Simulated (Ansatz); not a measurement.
# Effective masses and thermopower of BP under load (space group I-4m2)

Consider the following.

```yaml
crystal:
  lattice:
    - [0.00000, 2.26271, 2.27055]
    - [2.26271, 0.00000, 2.27055]
    - [2.26271, 2.26271, 0.00000]
  atoms:
    - { symbol: B, position: [0.00000, 0.00000, 0.00000] }
    - { symbol: P, position: [0.25000, 0.25000, 0.25000] }
```

These are r2SCAN with spin-orbit coupling, rigid bands (plane waves, PAW; Ansatz, a quantum-chemistry and plane-wave program) values and carry that method's errors. Condition of this run: biaxial stress xx = yy = 1 GPa (compression positive) (the target of the relaxation). How the cell was made: cell and atoms relaxed with r2SCAN, then loaded as said.

```
Quantity                                                                                                                                                           Value
---------------------------------------------------------------------------------------------------------------------------------------  -------------------------------
band gap                                                                                                                                                         1.37 eV
electron conductivity mass (300 K, dilute)                                                                                               0.38 (x), 0.38 (y), 0.25 (z) mₑ
hole conductivity mass (300 K, dilute)                                                                                                   0.41 (x), 0.41 (y), 0.39 (z) mₑ
effective density of states N_c (300 K)                                                                                                                      2.9e19 cm⁻³
effective density of states N_v (300 K)                                                                                                                      1.6e19 cm⁻³
density-of-states mass, electrons                                                                                                                                1.11 mₑ
density-of-states mass, holes                                                                                                                                    0.75 mₑ
Seebeck coefficient, n-type 1e19 cm⁻³, 300 K                                                                                                                   -323 μV/K
best n-type power factor at 300 K for τ = 10 fs (best axis; densities from 1e16 to 1e21 cm⁻³ tried, whether or not they can be reached)       20 μW/(cm·K²) at 1e20 cm⁻³
Seebeck coefficient, p-type 1e19 cm⁻³, 300 K                                                                                                                    311 μV/K
best p-type power factor at 300 K for τ = 10 fs (best axis; densities from 1e16 to 1e21 cm⁻³ tried, whether or not they can be reached)     14.1 μW/(cm·K²) at 1e20 cm⁻³
```

Rigid bands; masses and Seebeck coefficients take one relaxation time τ for all states and one kind of carrier; polarons and phonon drag are left out.
